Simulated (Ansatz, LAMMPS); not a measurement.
Si well of 12 atomic layers along [001] in random Si0.7Ge0.3, interfaces graded over 4 layers. Cell 16.67 × 16.67 × 49.58 Å, Si515Ge133, 648 atoms. Prepared with Tersoff's 1989 multicomponent potential (SiCGe.tersoff) in LAMMPS: minimisation. 

Basis: localised support functions (accuracy medium) on a full density matrix. k-points: zone centre alone; occupations: Fermi-Dirac, 0.010 eV; spin polarisation not allowed. Spin-orbit coupling is left out.

Problem. Give the gap and bonding at the level Ansatz (an electronic-structure program) with PBE, support functions at accuracy medium on the grid of 370 eV.

Solution. 
- Kohn-Sham gap of the cell on its k-mesh: 0.41 eV
- weight of the highest filled level on the well: 0.28
- weight of the lowest empty level on the well: 0.90
- coordination (neighbours within 2.856 Å): 100.0 % 4-fold
- Ge-Ge bonds, mean ± spread: 2.471 ± 0.008 Å
- Ge-Si bonds, mean ± spread: 2.425 ± 0.007 Å
- Si-Si bonds, mean ± spread: 2.382 ± 0.007 Å
- bond angles, mean ± spread: 109.5° ± 1.1°
- pressure: -0.86 GPa
